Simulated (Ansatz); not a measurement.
Take Mg₂Ge in the anti-fluorite structure (space group Fm-3m, No. 225; a = 6.2865 Å) as the base.

All numbers come from LDA (Ansatz, a quantum-chemistry and plane-wave program; PAW; 420 eV plane waves; no spin-orbit coupling).

One change was made to it. Results:

```csv
quantity,base,after
band gap,0.10 eV,zero
shortest interatomic distance,2.722 Å,2.469 Å
```

Problem. Which change produced these results?
A. pressure 30 GPa
B. pressure −2 GPa
C. pressure 15 GPa
D. pressure 0.9 GPa
E. pressure 4.5 GPa

Solution. A, pressure 30 GPa. For comparison, the shortest interatomic distance in the other runs: pressure 4.5 GPa gives 2.660 Å; pressure 15 GPa gives 2.561 Å; pressure 0.9 GPa gives 2.708 Å; pressure −2 GPa gives 2.757 Å.

Load acts through the strain it causes; cell and atoms are relaxed under it. No phonon test of stability was made. Competing high-pressure phases were not computed. All final runs are without spin polarisation. Gaps under 0.05 eV, about the width of the smearing, are given as zero. A zero or small gap of Mg2Ge can be the functional's error rather than a property of the material.
